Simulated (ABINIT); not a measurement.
A self-consistent single point of Ni3Pb2S2 (I2_13, 14 atoms in the cell) with ABINIT.

Level of theory: LDA (PW92), PAW (JTH v2.0 LDA PAW) (plane waves; ABINIT).

```
CELL_PARAMETERS angstrom
     -4.01502     4.01502     4.01502
      4.01502    -4.01502     4.01502
      4.01502     4.01502    -4.01502
ATOMIC_POSITIONS crystal
  Ni 0.49161 0.75000 0.24161
  Ni 0.00839 0.25000 0.25839
  Ni 0.24161 0.49161 0.75000
  Ni 0.25839 0.00839 0.25000
  Ni 0.75000 0.24161 0.49161
  Ni 0.25000 0.25839 0.00839
  Pb 0.99282 0.50000 0.00000
  Pb 0.00000 0.99282 0.50000
  Pb 0.50718 0.50718 0.50718
  Pb 0.50000 0.00000 0.99282
  S  0.52996 0.50000 0.00000
  S  0.00000 0.52996 0.50000
  S  0.97004 0.97004 0.97004
  S  0.50000 0.00000 0.52996
```

Reference input (self-consistent single point, DFT, LDA (PW92), plane waves, PAW (JTH v2.0 LDA PAW)): pseudos = [Ni.LDA_PW-JTH.xml, Pb.LDA_PW-JTH.xml, S.LDA_PW-JTH.xml]; ecut = 60 Ry; pawecutdg = 120 Ry; occopt = 3; tsmear = 0.1 eV; ngkpt = 3 3 3; nshiftk = 1; shiftk = 0.5 0.5 0.5; potentials = JTH v2.0 LDA PAW; nband = 115; kptopt = 1; nstep = 60. This run's input differs from it in these lines:

```diff
@@ -27,4 +27,4 @@
          0.2273148709    7.8145936072   -0.2273148709
-ecut 60 Ry
-pawecutdg 120 Ry
+ecut 36 Ry
+pawecutdg 72 Ry
 occopt 3
```

Output, abridged:

```
--- !BeginCycle
solver: {iscf: 17, nstep: 60, nline: 4, wfoptalg: 10, }
tolerances: {toldfe: 1.00E-09, }
...

     iter   Etot(hartree)      deltaE(h)  residm     nres2
 ETOT  1  -1287.1989577018    -1.287E+03 7.535E+00 1.332E+03
 ETOT  2  -1337.5404516859    -5.034E+01 5.025E-01 4.673E+03
 ETOT  3  -1318.4832724111     1.906E+01 1.784E-01 1.433E+03
 ETOT  4  -1314.5282590221     3.955E+00 7.161E-01 8.608E+02
 ETOT  5  -1313.3717525057     1.157E+00 5.100E-02 1.291E+02
   [... 14 lines left out ...]
 ETOT 20  -1312.9488554804     3.225E-08 3.649E-04 6.872E-07
 ETOT 21  -1312.9488554783     2.017E-09 1.872E-04 1.410E-07
 ETOT 22  -1312.9488554779     4.520E-10 3.076E-04 1.290E-08
 ETOT 23  -1312.9488554778     4.138E-11 1.027E-04 1.921E-09
 At SCF step   23, etot is converged :
  for the second time, diff in etot=  4.138E-11 < toldfe=  1.000E-09

 Cartesian components of stress tensor (hartree/bohr^3)
  sigma(1 1)=  1.48987638E-03  sigma(3 2)=  0.00000000E+00
  sigma(2 2)=  1.48987638E-03  sigma(3 1)=  0.00000000E+00
  sigma(3 3)=  1.48987638E-03  sigma(2 1)=  0.00000000E+00

 ----iterations are completed or convergence reached----

 reduced coordinates (array xred) for   14 atoms
       0.491609997841      0.749999997804      0.241609997841
       0.008389997768      0.249999997804      0.258389997768
       0.241609997841      0.491609997841      0.749999997804
       0.258389997768      0.008389997768      0.249999997804
       0.749999997804      0.241609997841      0.491609997841
       0.249999997804      0.258389997768      0.008389997768
   [... lines left out ...]
 Fermi (or HOMO) energy (eV) =   7.91638   Average Vxc (eV)= -10.86754
   [... lines left out ...]
'-kT*entropy'       : -6.64291331436287E-03
total_energy        : -1.31294886470461E+03
total_energy_eV     : -3.57271555460284E+04
...

-Cartesian components of stress tensor (GPa)         [Pressure= -4.3834E+01 GPa]
- sigma(1 1)=  4.38336690E+01  sigma(3 2)=  0.00000000E+00
- sigma(2 2)=  4.38336690E+01  sigma(3 1)=  0.00000000E+00
- sigma(3 3)=  4.38336690E+01  sigma(2 1)=  0.00000000E+00

 Calculation completed.
```

The run converged in 23 iterations. 

The starting cell comes from a database of computed structures (which also holds hypothetical and non-ambient phases and stackings), without a prior relaxation at this level. Spin polarisation is off, so a magnetic state, if there is one, cannot be reached. At the lowered cutoff the pressure carries the error of an incomplete plane-wave basis.

These are the values that this program gave, and no reference: the one-centre exchange-correlation terms come from a truncated expansion.

Cost on one core of a shared machine: roughly 10 min.
